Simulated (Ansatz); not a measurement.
A user runs Ansatz (a quantum-chemistry and plane-wave program) on KLaHf₂O₆ (P1, 10 atoms in the cell) and asks whether the run is sound. The aim is a self-consistent single point with DFT, LDA (PW92), plane waves, default PAW files made with PBE.

Cell that was meant: a = 5.8422 Å, b = 5.8422 Å, c = 5.8422 Å, α = 60.00°, β = 60.00°, γ = 60.00°.

Part of the input:

Ansatz 0.2 input:
```yaml
# KLaHf2O7
crystal:
  lattice:
    - [0.00000000, 4.13107000, 4.13107000]
[...]
    - { symbol: O, position: [0.50307600, 0.00968700, -0.00628000] }
    - { symbol: O, position: [0.50087600, -0.00522300, 0.50128900] }
    - { symbol: O, position: [0.00108100, 0.50626800, -0.00260900] }
    - { symbol: O, position: [-0.06963600, 0.48485600, 0.09318500] }
basis:
  ecutwfc: 420.0
kpoints:
```

Output, abridged:

```
WARN ansatz: RAYON_NUM_THREADS=1 ignored (pool sized by the plan → 1); use --threads N
Pseudopotentials: kind: paw
   [... lines left out ...]
PAW frozen core: O, regenerated for the run's functional, and the local potential with it
Initial density: superposition of atomic densities (neutral atoms: chi_scale 0, normalization atom), corrected by the library's trained network
Initial wavefunctions: pseudopotential atomic-orbital guess
Eigensolver: davidson
Functional: x = slater, c = lda
SCF iter   1: F=—  HF=-43871.517387 eV  |F-HF|=—  |Δ(HF+E_count)|=         —  Δρ=2.13e0  dr2=3.27e3  ethr=1.77e-3  ⟨swp⟩=18.4  Hψ=10696  notcnv=0  defer=134
all-band conjugate gradients solve this SCF's bands
   [... lines left out ...]
WARN: the bands overlap at the fill by count (57 filled at each k-point of a channel) …
SCF 1 converged in 17 iterations: F = -42211.025572 eV  dr2 = 2.27e-8
Free energy (F): -42211.025572 eV
Internal energy: -42211.025572 eV  (E = F + TS)
E sigma→0 (E₀):  -42211.025572 eV
Fermi energy:    14.914283 eV
--- Forces (eV/Å), atoms counted from 1 ---
  atom   1  K      0.10787628    -0.08339491     0.15595297
  atom   2  La     0.51758455     0.14301689    -0.70617354
  atom   3  Hf     0.36521351     7.60273486     0.42347743
  atom   4  Hf    -0.55443757    -6.63977383    -0.01695752
  atom   5  O      0.07724740     0.24037511     1.23410498
  atom   6  O     -0.39409240     0.11001660    -0.40161749
  atom   7  O     -0.74085266    -0.18165689     0.16533596
  atom   8  O     -0.64876041     0.37655369    -0.17717359
   [... lines left out ...]
  atom  11  O    856.99432661   287.36749747 -1061.33892265
--- Stress (GPa, compression-positive) ---
      295.865167     101.363575    -368.840802
      101.363576      50.709435    -126.173761
     -368.840803    -126.173761     456.115268
  P = ⅓ Tr σ = 267.5633 GPa (2675.633 kbar)
  The stress holds the Pulay correction. Without it, at fixed plane waves, as pw.x and ABINIT print it: P = 265.1254 GPa
```

Question: Is this run sound? If not, what is wrong?

Answer: The run is not sound. The fault is one atom entered twice. Two nuclei at or near one point give a huge ion-ion repulsion and overlapping cores, and the electron count is too high as well. To fix it, remove the duplicate atom. The run converged in 17 iterations without an error; against the sound input the pressure goes from -8.78 to 267.6 GPa, the largest force goes from 0.993 to 1394 eV/Å and no clean gap remains on the mesh (levels overlap or are partly filled), against 2.50 eV before. The full log also holds (shortened here): “WARN: iter 1: σ=0 fill of 57 bands saw a band overlap (occupied 12.2257 eV > unoccupied 11.9689 eV) — on an unconverged iterate often a transient of an (band_overlap_at_count)”.

An input that runs soundly differs in these lines (not the only fix; some lines may just follow from the change or write a value another way):
```diff
-# KLaHf2O7
+# KLaHf2O6
-    - { symbol: O, position: [-0.06963600, 0.48485600, 0.09318500] }
```

With that input, the run converged in 9 iterations: free energy E − TS (on the zero of these files) -41874.7930 eV; top of the valence band (on the code's own zero) 10.51 eV; gap on the k-point mesh 2.50 eV; pressure -8.78 GPa; largest force (vector length) 0.993 eV/Å (DFT, LDA (PW92), plane waves, default PAW files made with PBE).

On the sound input: the starting cell comes from a database of computed structures (which also holds hypothetical and non-ambient phases and stackings), without a prior relaxation at this level. Its atoms were displaced at random from the sites of space group no. 225. Spin-orbit coupling is off. With a pressure of about -9 GPa the cell is away from its equilibrium volume at this level. Ansatz's pressure includes its estimate of the finite-basis (Pulay) stress. Without the estimate this run gives -9.48 GPa.
